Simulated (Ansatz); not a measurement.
System: cubic perovskite CsPbF3. Method: PBEsol+SOC (plane waves, PAW; Ansatz, a quantum-chemistry and plane-wave program).

Run with plane-wave cutoff 520 eV, 8×8×8 k mesh, Fermi–Dirac smearing 0.01 eV, PAW data made under PBE.

The cell is scaled about its equilibrium volume:

```tsv
V (Å³/atom)	P (GPa)	direct gap at Γ (eV)	smallest gap on the k mesh (eV)
20.928	3.20	8.255	1.252
21.373	2.01	8.190	1.348
21.819	0.94	8.074	1.438
22.264	0.00	7.962	1.521
22.709	-0.84	7.854	1.598
23.154	-1.59	7.751	1.670
23.600	-2.26	7.651	1.736
```

The fundamental gap (1.52 eV at the equilibrium volume, with added k points) lies elsewhere than Γ–Γ.
